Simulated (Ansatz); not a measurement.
## A computed series for Cs2AgBiBr6: element substitutions

The parent structure is Cs2AgBiBr6 (space group Fm-3m, No. 225; a = 11.1863 Å).

Each row replaces one element on all its sites; cell and atoms are relaxed.

Method: DFT with PBEsol, PAW potentials and a 420 eV plane-wave cutoff in Ansatz (an electronic-structure program), no spin-orbit coupling.

For the base:

| Quantity | Result |
|---|---|
| Volume per atom | 34.99 Å³ |

Task: The aim is a volume per atom between 19.53 Å³ and 21.25 Å³. Which of these changes reaches it?
A) Br → F
B) Bi → Pb
C) Ag → Cd

Result: A, Br → F. It gives 20.24 Å³; Bi → Pb gives 34.40 Å³; Ag → Cd gives 36.69 Å³. Changes not listed may reach it too

No phonon test of stability was made. As relaxed here, Cs2AgPbBr6 and Cs2CdBiBr6 are hypothetical phases, not in the database extracts checked. For Cs2AgBiF6 in this form, whether it has been made was not checked. No Hubbard U is applied, and correlation can decide whether such a compound is a metal. All final runs are without spin polarisation. An odd electron count without spin: Cs2AgPbBr6 and Cs2CdBiBr6.
